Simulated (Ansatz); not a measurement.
## How far PBE and r2SCAN part for hypothetical zinc blende KF

The parent structure is KF in the zinc blende structure (space group F-43m, No. 216; a = 5.950 Å; a hypothetical phase, not in the database extracts checked).

(Cell as relaxed with PBE.)

Levels (all Ansatz, a program for electronic structure, PAW): PBE (420 eV, scalar-relativistic without spin-orbit coupling); r2SCAN (500 eV, spin-orbit coupling left out).

Each level relaxes its own structure.

```json
[
 {"quantity": "volume per atom", "PBE": "26.33 Å³", "r2SCAN": "___"},
 {"quantity": "lattice parameter a", "PBE": "5.950 Å", "r2SCAN": "___"},
 {"quantity": "band gap", "PBE": "5.06 eV", "r2SCAN": "___"},
 {"quantity": "gap character", "PBE": "indirect, W → Γ", "r2SCAN": "___"},
 {"quantity": "electron mass", "PBE": "0.63 mₑ", "r2SCAN": "___"}
]
```

What does r2SCAN give?


- volume per atom, r2SCAN: 25.32 Å³
- lattice parameter a, r2SCAN: 5.873 Å
- band gap, r2SCAN: 5.75 eV
- gap character, r2SCAN: indirect, W → Γ
- electron mass, r2SCAN: 0.64 mₑ

PBE's volume per atom lies 1.017 Å³ above r2SCAN's (4.0 %); PBE's lattice parameter a lies 0.0776 Å above r2SCAN's (1.3 %); PBE's band gap lies 0.69 eV below r2SCAN's; the two agree on the gap character. Neither level is exact; r2SCAN is the comparison here, not a measurement.

Effective masses come from finite differences of ±0.01 Å⁻¹. Stability against distortions was not tested.
